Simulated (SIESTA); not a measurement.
Input and output of a self-consistent single point for CdTe (F-43m, 2 atoms in the cell) (SIESTA).

Method: SIESTA 5.4.2 with LDA PW92, numerical atomic orbitals TZP, PseudoDojo LDA standard norm-conserving potentials (rewritten from UPF to PSML).

```
CdTe
1.0
    0.00000     3.24000     3.24000
    3.24000     0.00000     3.24000
    3.24000     3.24000     0.00000
Cd Te
1 1
Direct
  0.00000   0.00000   0.00000
  0.25000   0.25000   0.25000
```

Reference input (self-consistent single point, DFT, GGA PBE, numerical atomic orbitals TZP, PseudoDojo PBE standard norm-conserving potentials (rewritten from UPF to PSML)): XC.functional = GGA; XC.authors = PBE; potentials = PseudoDojo PBE standard; PAO.BasisSize = TZP; PAO.EnergyShift = 0.01 Ry; MeshCutoff = 350 Ry; kgrid.MonkhorstPack = 5 5 5; OccupationFunction = FD; ElectronicTemperature = 0.05 eV; MaxSCFIterations = 150; SCF.Mixer.Method = Pulay; SCF.Mixer.Weight = 0.25. This run's input differs from it in these lines:

```diff
@@ -1,2 +1,2 @@
-# files in the folder: Cd.psml Te.psml (PseudoDojo PBE standard)
+# files in the folder: Cd.psml Te.psml (PseudoDojo LDA standard)
 SystemName  CdTe
@@ -22,4 +22,4 @@
 
-XC.functional                GGA
-XC.authors                   PBE
+XC.functional                LDA
+XC.authors                   PW92
 PAO.BasisSize                TZP
```

Output (repeated stretches shortened):

```
        iscf     Eharris(eV)        E_KS(eV)     FreeEng(eV)     dDmax    Ef(eV) dHmax(eV)
   scf:    1    -7603.678678    -7609.915632    -7609.915639  1.440267 -2.947825 13.447965
   scf:    2    -7614.556793    -7612.630456    -7612.630469  0.323776 -3.297440  4.901610
   scf:    3    -7613.195197    -7613.000872    -7613.000907  0.168703 -3.525585  0.887484
   scf:    4    -7612.997584    -7613.004333    -7613.004373  0.044387 -3.693146  0.601211
   scf:    5    -7613.013232    -7613.010045    -7613.010081  0.020965 -3.667633  0.057645
   scf:    6    -7613.010336    -7613.010210    -7613.010252  0.004312 -3.674494  0.044263
   scf:    7    -7613.010255    -7613.010236    -7613.010277  0.000927 -3.673867  0.018308
   scf:    8    -7613.010242    -7613.010241    -7613.010282  0.000928 -3.672294  0.004737
   scf:    9    -7613.010241    -7613.010241    -7613.010283  0.000188 -3.672613  0.000174
   scf:   10    -7613.010241    -7613.010241    -7613.010283  0.000007 -3.672609  0.000001
SCF Convergence by DM+H criterion
max |DM_out - DM_in|         :     0.0000065825
max |H_out - H_in|      (eV) :     0.0000012593
SCF cycle converged after 10 iterations

Using DM_out to compute the final energy and forces

siesta: E_KS(eV) =            -7613.0102

siesta: E_KS - E_eggbox =     -7613.0102

siesta: Atomic forces (eV/Ang):
     1    0.000000    0.000000    0.000000
     2   -0.000000   -0.000000   -0.000000
   Tot    0.000000    0.000000    0.000000
   Max    0.000000
   Res    0.000000    sqrt( Sum f_i^2 / 3N )
   Max    0.000000    constrained

Stress tensor Voigt[x,y,z,yz,xz,xy] (kbar):       34.04       34.04       34.04       -0.00       -0.00        0.00
(Free)E + p*V (eV/cell)    -7614.4554
Target enthalpy (eV/cell)    -7613.0103

siesta: Program's energy decomposition (eV):
siesta: FreeEng =     -7613.010283

   [... lines left out ...]
siesta:     0.021245    0.000000   -0.000000
siesta:     0.000000    0.021245   -0.000000
siesta:    -0.000000   -0.000000    0.021245

siesta: Cell volume =         68.024448 Ang**3

siesta: Pressure (static):
siesta:                Solid            Molecule  Units
siesta:          -0.00023138         -0.00023138  Ry/Bohr**3
siesta:          -0.02124454         -0.02124454  eV/Ang**3
siesta:         -34.03751149        -34.03751149  kBar
```

The run converged in 10 iterations. Against the reference run the pressure goes from 1.00 to -3.40 GPa and the gap on the mesh goes from 0.886 to 0.619 eV.

The starting cell has typed, rounded lattice constants, without a prior relaxation at this level. Spin-orbit coupling is off. Values carry the incompleteness of an atom-centred basis. With a pressure of about -3 GPa the cell is away from its equilibrium volume at this level.

Cost on one core of a shared machine: roughly 30 s.
